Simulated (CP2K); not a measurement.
## CP2K run on BaTaS3 (P6_3/mmc, 10 atoms in the cell): self-consistent single point

Method of the run: LDA (Pade form), GPW, DZVP-MOLOPT-SR-GTH basis, GTH-PADE potentials (GTH_POTENTIALS) run with CP2K.

Input:

```
&GLOBAL
  PROJECT batas3
  RUN_TYPE ENERGY_FORCE
  PRINT_LEVEL MEDIUM
&END GLOBAL
&FORCE_EVAL
  METHOD Quickstep
  STRESS_TENSOR ANALYTICAL
  &DFT
    BASIS_SET_FILE_NAME BASIS_MOLOPT
    POTENTIAL_FILE_NAME GTH_POTENTIALS
    &QS
      METHOD GPW
      EPS_DEFAULT 1E-10
    &END QS
    &MGRID
      CUTOFF 500
      REL_CUTOFF 40
      NGRIDS 5
    &END MGRID
    &SCF
      SCF_GUESS ATOMIC
      EPS_SCF 1E-6
      MAX_SCF 100
      ADDED_MOS 14
      &DIAGONALIZATION
        ALGORITHM STANDARD
      &END DIAGONALIZATION
      &MIXING
        METHOD BROYDEN_MIXING
        ALPHA 0.2
        NBUFFER 10
      &END MIXING
      &SMEAR ON
        METHOD METHFESSEL_PAXTON
        SIGMA [eV] 0.136
      &END SMEAR
    &END SCF
    &KPOINTS
      SCHEME MONKHORST-PACK 4 4 4
      GAMMA_CENTERED T
    &END KPOINTS
    &XC
      &XC_FUNCTIONAL PADE
      &END XC_FUNCTIONAL
    &END XC
    &PRINT
      &MO
        EIGENVALUES T
        OCCUPATION_NUMBERS T
        NDIGITS 8
        FILENAME mo
        &EACH
          QS_SCF 0
        &END EACH
        ADD_LAST NUMERIC
      &END MO
      &MULLIKEN ON
      &END MULLIKEN
    &END PRINT
  &END DFT
  &SUBSYS
    &CELL
      ABC 6.94579000 6.94579036 5.70674000
      ALPHA_BETA_GAMMA 90.00000000 90.00000000 119.99999831
      PERIODIC XYZ
    &END CELL
    &COORD
      SCALED
      Ba       0.33333300     0.66666700     0.75000000
      Ba       0.66666700     0.33333300     0.25000000
      Ta       0.00000000     0.00000000     0.00000000
      Ta       0.00000000     0.00000000     0.50000000
      S        0.66175000     0.83087500     0.25000000
      S        0.33825000     0.16912500     0.75000000
      S        0.83087500     0.66175000     0.75000000
      S        0.16912500     0.33825000     0.25000000
      S        0.16912500     0.83087500     0.25000000
      S        0.83087500     0.16912500     0.75000000
    &END COORD
    &KIND Ba
      BASIS_SET DZVP-MOLOPT-SR-GTH-q10
      POTENTIAL GTH-PADE-q10
    &END KIND
    &KIND Ta
      BASIS_SET DZVP-MOLOPT-SR-GTH-q13
      POTENTIAL GTH-PADE-q13
    &END KIND
    &KIND S
      BASIS_SET DZVP-MOLOPT-SR-GTH-q6
      POTENTIAL GTH-PADE-q6
    &END KIND
  &END SUBSYS
  &PRINT
    &FORCES ON
    &END FORCES
    &STRESS_TENSOR ON
    &END STRESS_TENSOR
  &END PRINT
&END FORCE_EVAL
```

The program printed (abridged):

```
 GLOBAL| Method name                                                        CP2K
 GLOBAL| Project name                                                     batas3
 GLOBAL| Run type                                                   ENERGY_FORCE

 CELL| Volume [angstrom^3]:                                           238.430629
 CELL| Vector a [angstrom]:       6.946     0.000     0.000   |a| =     6.945790
 CELL| Vector b [angstrom]:      -3.473     6.015     0.000   |b| =     6.945790
 CELL| Vector c [angstrom]:       0.000     0.000     5.707   |c| =     5.706740
 CELL| Angle (b,c), alpha [degree]:                                    90.000000
 CELL| Angle (a,c), beta  [degree]:                                    90.000000
 CELL| Angle (a,b), gamma [degree]:                                   119.999998
 CELL| Numerically orthorhombic:                                              NO
 CELL| Periodicity                                                           XYZ

 DFT| Spin restricted Kohn-Sham (RKS) calculation                            RKS
 DFT| Multiplicity                                                             1
 DFT| Number of spin states                                                    1
 DFT| Charge                                                                   0
 DFT| XC density smoothing                                                  NONE
 DFT| XC derivatives                                                          PW

 QS| Method:                                                                 GPW
 QS| Density plane wave grid type                        NON-SPHERICAL FULLSPACE
 QS| Number of grid levels:                                                    5
 QS| Density cutoff [a.u.]:                                                250.0
 QS| Multi grid cutoff [a.u.]: 1) grid level                               250.0
   [... lines left out ...]
 BRILLOUIN| Wavefunction type                                            COMPLEX
 BRILLOUIN| List of Kpoints [2 Pi/Bohr]                                       36
 BRILLOUIN| Number           Weight            X              Y              Z
 BRILLOUIN|     1           0.03125       -0.25000       -0.25000       -0.25000
 BRILLOUIN|     2           0.03125       -0.25000       -0.25000        0.00000
 BRILLOUIN|     3           0.03125       -0.25000       -0.25000        0.25000
   [... 33 lines left out ...]
 *******************************************************************************

 Extrapolation method: initial_guess

 Re-scaling the density matrix to get the right number of electrons
                  # Electrons              Trace(P)               Scaling factor
                           82                82.000                        1.000

 Number of electrons:                                                         82
 Number of occupied orbitals:                                                 41
 Number of molecular orbitals:                                                55

 Number of orbital functions:                                                158
 Number of independent orbital functions:                                    158
 SCF WAVEFUNCTION OPTIMIZATION

  Step     Update method      Time    Convergence         Total energy    Change
     1 NoMix/Diag. 0.20E+00      -     1.71363574      -230.6350952053 -2.31E+02
     2 Broy./Diag. 0.20E+00      -     0.05265568      -229.5218442520  1.11E+00
     3 Broy./Diag. 0.20E+00      -     0.06181375      -229.6119449236 -9.01E-02
     4 Broy./Diag. 0.20E+00      -     0.03573998      -229.6702408196 -5.83E-02
     5 Broy./Diag. 0.20E+00      -     0.01439553      -229.8875450830 -2.17E-01
     6 Broy./Diag. 0.20E+00      -     0.00652538      -229.7631810288  1.24E-01
     7 Broy./Diag. 0.20E+00      -     0.00170157      -229.7367776881  2.64E-02
     8 Broy./Diag. 0.20E+00      -     0.00092999      -229.7246676344  1.21E-02
     9 Broy./Diag. 0.20E+00      -     0.00012719      -229.7260837994 -1.42E-03
    10 Broy./Diag. 0.20E+00      -     0.00007619      -229.7256275230  4.56E-04
    11 Broy./Diag. 0.20E+00      -     0.00001247      -229.7258042928 -1.77E-04
    12 Broy./Diag. 0.20E+00      -     0.00000380      -229.7257921563  1.21E-05
    13 Broy./Diag. 0.20E+00      -     0.00000057      -229.7257731680  1.90E-05
  *** SCF run converged in    13 steps ***

  Electronic density on regular grids:        -82.0000000001       -0.0000000001
  Core density on regular grids:               81.9999999905       -0.0000000095
  Total charge density on r-space grids:       -0.0000000096
  Total charge density g-space grids:          -0.0000000096

  Overlap energy of the core charge distribution:               0.00000000255998
  Self energy of the core charge distribution:               -422.91694602813584
  Core Hamiltonian energy:                                     90.47145418179804
  Hartree energy:                                             137.16510608330296
  Exchange-correlation energy:                                -34.44528839077284
  Smearing free energy correction:                             -0.00009901618190
  Fermi energy:                                                 0.28849391388899

  Total energy:                                              -229.72577316803259

                     Mulliken Population Analysis

 #  Atom  Element  Kind  Atomic population                           Net charge
       1     Ba       1          8.908724                              1.091276
       2     Ba       1          8.908725                              1.091275
       3     Ta       2         13.739410                             -0.739410
       4     Ta       2         13.739439                             -0.739439
       5     S        3          6.117283                             -0.117283
       6     S        3          6.117283                             -0.117283
       7     S        3          6.117283                             -0.117283
       8     S        3          6.117283                             -0.117283
       9     S        3          6.117285                             -0.117285
      10     S        3          6.117285                             -0.117285
 # Total charge                             82.000000                 -0.000000

 ENERGY| Total FORCE_EVAL ( QS ) energy [hartree]           -229.725787829611050

 FORCES| Atomic forces [hartree/bohr]
 FORCES|   Atom     x               y               z               |f|
 FORCES|      1 -7.31396652E-07  2.82907534E-07  2.31663823E-06   2.44576991E-06
 FORCES|      2  7.34311302E-07 -2.59586901E-07 -2.34785883E-06   2.47366925E-06
 FORCES|      3 -6.98259326E-11 -1.01387504E-08 -2.54741740E-08   2.74177438E-08
 FORCES|      4 -7.10304114E-11 -1.92906376E-09  2.99316013E-08   2.99937842E-08
 FORCES|      5  4.05294508E-03  2.34015459E-03 -4.39629803E-07   4.68003072E-03
 FORCES|      6 -4.05295433E-03 -2.34016418E-03  4.46451917E-07   4.68004352E-03
 FORCES|      7  2.94266199E-08  4.68010809E-03  4.53844430E-07   4.68010811E-03
 FORCES|      8 -2.27476501E-08 -4.68010307E-03 -4.40724378E-07   4.68010309E-03
 FORCES|      9 -4.05292672E-03  2.34010261E-03 -4.39846548E-07   4.67998883E-03
 FORCES|     10  4.05292651E-03 -2.34010930E-03  4.46669693E-07   4.67999200E-03
 FORCES| Sum    -3.25755048E-14 -8.32799107E-13  2.14321843E-12
 FORCES| Total atomic force                                       2.29956534E-12

 STRESS| Analytical stress tensor [bar]
 STRESS|                        x                   y                   z
 STRESS|      x       -5.11357266556E+04   1.25932568532E+00  -1.74129964104E-03
 STRESS|      y        1.25932568532E+00  -5.11344013563E+04  -2.89052518260E-02
 STRESS|      z       -1.74129964104E-03  -2.89052518260E-02  -7.54058788608E+04
 STRESS| 1/3 Trace                                            -5.92253356242E+04
```

The run converged in 13 iterations.

The starting cell comes from a database of computed structures (which also holds hypothetical and non-ambient phases and stackings), without a prior relaxation at this level. Spin polarisation is off. Values carry the incompleteness of an atom-centred basis. With a pressure of about -6 GPa the cell is away from its equilibrium volume at this level.

Cost on one core of a shared machine: roughly 40 s.
